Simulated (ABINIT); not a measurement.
**Several settings converged on As (R-3m, 2 atoms in the cell)**

```xyz
2
Lattice="3.6988 -1.8894 0.0000 3.6988 1.8894 0.0000 2.7336 0.0000 3.1270" Properties=species:S:1:pos:R:3 pbc="T T T"
As     2.3476     0.0000     0.7246
As     7.8314     0.0000     2.4172
```

Base method: PBE, PAW (JTH v2.0 PBE PAW) (plane waves; ABINIT).

Base settings: pseudos = [As.GGA_PBE-JTH.xml]; ecut = 20 Ha; pawecutdg = 40 Ha; pawxcdev = 0; occopt = 3; tsmear = 0.1 eV; ngkpt = 4 4 4; nshiftk = 1; shiftk = 0 0 0; potentials = JTH v2.0 PBE PAW.

The count of work is k-points × plane waves × bands × iterations; it is no time. 

**The plane-wave cutoff**

Moved along: pawecutdg.

The mesh stays at the base's, so the ladder's end is converged at best in this setting alone.

Only quantities that move along the ladder and can be compared are tabulated.

```tsv
ecut	free energy less the last step's (meV/atom)	pressure (GPa)	largest difference of a force vector from the last step's (eV/Å)	count of work / last
7 Ha	4468.69	-173.19	0.506	0.064
9 Ha	445.91	-23.03	0.009	0.086
11 Ha	29.50	-1.34	0.004	0.18
14 Ha	4.97	0.94	0.001	0.23
18 Ha	3.16	0.93	0.001	0.42
20 Ha	3.15	0.94	0.000	0.57
24 Ha	2.88	0.93	0.001	0.39
27 Ha	2.76	0.92	0.001	0.50
35 Ha	0.00	0.89	0.000	1.0
```

Coarsest ecut that holds the pressure within 0.1 GPa of the last step, with all finer ones: 14 Ha, at 0.23 of the last step's count of work; the step before is off by 2.2 GPa.

Coarsest ecut that holds the forces within 0.005 eV/Å of the last step, with all finer ones: 11 Ha, at 0.18 of the last step's count of work; the step before is off by 0.009 eV/Å.

Coarsest ecut that holds the free energy within 2 meV/atom: not settled: the last two steps still differ by 2.8 meV/atom, over half the tolerance, so the ladder does not show it.

Two neighbours can agree and both be off: 18 Ha and 20 Ha differ by 0.01 meV/atom in the free energy, yet lie about 3.1 meV/atom from the last step.

At the lowest cutoff the pressure lies 174 GPa under the last step's, the usual sign of Pulay stress in an incomplete plane-wave basis.

**The cutoff for other potential files**

Level: DFT, PBE, plane waves, norm-conserving pseudopotentials (PseudoDojo nc-sr-05 PBE standard).

In this ladder: pseudos = [As.upf]; pawecutdg = default; pawxcdev = default; potentials = PseudoDojo nc-sr-05 PBE standard.

The second cell is the first with its lattice scaled by 0.98.

The mesh stays at the base's, so the ladder's end is converged at best in this setting alone.

Only quantities that move along the ladder and can be compared are tabulated.

```csv
ecut,free energy less the last step's (meV/atom),energy of the compressed cell less the first (meV/atom),pressure (GPa),largest difference of a force vector from the last step's (eV/Å),count of work / last
19 Ha,81898.38,-403.79,-1878.84,0.255,0.100
23 Ha,26938.79,76.16,-940.88,0.239,0.14
29 Ha,2881.96,26.76,-180.54,0.015,0.20
36 Ha,54.38,26.48,-6.03,0.000,0.28
42 Ha,1.45,27.28,0.95,0.000,0.35
50 Ha,0.98,27.28,0.95,0.000,0.46
84 Ha,0.00,27.25,0.95,0.000,1.0
```

Coarsest ecut that holds the pressure within 0.5 GPa of the last step, with all finer ones: 42 Ha, at 0.35 of the last step's count of work; the step before is off by 7.0 GPa.

Coarsest ecut that holds the forces within 0.02 eV/Å of the last step, with all finer ones: 29 Ha, at 0.20 of the last step's count of work; the step before is off by 0.24 eV/Å.

Coarsest ecut that holds the free energy within 5 meV/atom of the last step, with all finer ones: 42 Ha, at 0.35 of the last step's count of work; the step before is off by 54 meV/atom.

The energy difference between the two cells stays within 1 meV/atom of the last step's from 29 Ha on, the total only from 50 Ha on: much of the error is common to both cells and cancels.

At the lowest cutoff the pressure lies 1880 GPa under the last step's, the usual sign of Pulay stress in an incomplete plane-wave basis.

On the base run: the starting cell has typed, rounded lattice constants, without a prior relaxation at this level. Its lattice was rescaled by up to half a per cent. One atom was moved a little off its site on purpose. Without a gap this mesh is coarse (it stands for a supercell whose shortest vector is 15 Å).
